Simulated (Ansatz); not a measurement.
**A computed series for ZnSnO3: element substitutions**

The parent structure is ZnSnO3 (space group R3c, No. 161; a = 5.2783 Å, c = 14.0099 Å (hexagonal axes)).

Each row replaces one element on all its sites; cell and atoms are relaxed.

Computed with Ansatz (an electronic-structure program) PBEsol, no SOC.

```json
[
 {"case": "base", "band gap": "1.25 eV", "density": "6.84 g/cm³", "shortest interatomic distance": "1.993 Å", "space group": "R3c (No. 161)"},
 {"case": "Zn → Ge", "band gap": "0.89 eV", "density": "5.82 g/cm³", "shortest interatomic distance": "1.987 Å", "space group": "R3m (No. 160)"},
 {"case": "Zn → Ga", "band gap": "zero", "density": "6.83 g/cm³", "shortest interatomic distance": "1.946 Å", "space group": "R3c (No. 161)"},
 {"case": "Sn → Pd", "band gap": "0.35 eV", "density": "7.05 g/cm³", "shortest interatomic distance": "1.978 Å", "space group": "R3c (No. 161)"}
]
```

Whether these cells are dynamically stable was not tested. As relaxed here, SnGeO3, GaSnO3 and ZnPdO3 are hypothetical phases, not in the database extracts checked. All final runs are without spin polarisation.
